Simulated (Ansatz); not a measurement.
System: CsCl-type AlIr (cell taken from a computed entry). Method: PBEsol (plane waves, PAW; Ansatz, an electronic-structure program).

Run with plane-wave cutoff 520 eV, 18×18×18 k mesh, Fermi–Dirac smearing 0.05 eV, no spin polarisation, scalar-relativistic PAW data made under PBE.

Cell (relaxed at this level):

```cif
data_AlIr
_chemical_formula_sum 'Al1 Ir1'
_space_group_name_H-M_alt 'P 1'
_space_group_IT_number 1
_cell_length_a 2.98891
_cell_length_b 2.98891
_cell_length_c 2.98891
_cell_angle_alpha 90.000
_cell_angle_beta 90.000
_cell_angle_gamma 90.000
loop_
_space_group_symop_operation_xyz
  'x, y, z'
loop_
_atom_site_label
_atom_site_type_symbol
_atom_site_fract_x
_atom_site_fract_y
_atom_site_fract_z
_atom_site_occupancy
Al1 Al 0.00000 0.00000 0.00000 1
Ir1 Ir 0.50000 0.50000 0.50000 1
```

Give the computed bulk modulus B0.


- bulk modulus B0: 247 GPa

The run finds no gap.

Note: the bulk modulus is −V dP/dV from two relaxed cells at ±2 % in volume; the relaxation could not lower the start's symmetry, so the cell can be a saddle point above a distorted one.

Spin–orbit coupling is not included.

Computed values are for the static lattice.

Computing time: roughly 40 core-seconds.
